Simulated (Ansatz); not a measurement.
Structures of equal composition on the (111) surface of fcc Al: a layer of Nb in place of the second plane; a layer of Nb in place of the third plane. The slabs share one bottom face, and each structure is named by its start. These are constructed structures in small cells; real faces may alloy, dewet or reconstruct in larger ones, and not all known structures of the face are among them. Slabs of about 12 Å, Fermi-Dirac smearing of 0.1 eV. Bottom of the slabs: a bare face, its two planes held. Relaxed from the named starts with such symmetry as they have, on meshes of like density; energies extrapolated to zero smearing; spin only where a row says so; no spin-orbit coupling, no U. Brackets mark spin-polarised runs, whose order is one that fits the cell.

Calculation: PBE (plane waves to 420 eV, PAW; Ansatz, a quantum-chemistry and plane-wave program).

Problem. Order them by energy per 1x1 cell (lowest first) at the level PBE.

Solution. a layer of Nb in place of the third plane (0.000 eV), a layer of Nb in place of the second plane (0.118 eV)
